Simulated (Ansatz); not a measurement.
Start from ZrN in the rock salt structure (space group Fm-3m, No. 225).

```yaml
crystal:
  lattice:
    - [0.00000, 2.27612, 2.27612]
    - [2.27612, 0.00000, 2.27612]
    - [2.27612, 2.27612, 0.00000]
  atoms:
    - { symbol: N, position: [0.00000, 0.00000, 0.00000] }
    - { symbol: Zr, position: [0.50000, 0.50000, 0.50000] }
```

The values are results of PBEsol (Ansatz, an electronic-structure program; PAW; 420 eV plane waves; no SOC), not measurements.

Base values:

The pressure comes out as 0.0 GPa.

Now apply this change: every lattice vector is stretched by 1.47 %, atoms relaxed at fixed cell.

Task: Estimate the effect on the energy relative to the base and pressure.

Result: The energy rises by 18 meV/atom; the pressure goes from zero to -10.7 GPa.

The cells carry an imposed strain or load. No phonon test of stability was made. The final runs are not spin-polarised. An odd electron count without spin: ZrN.
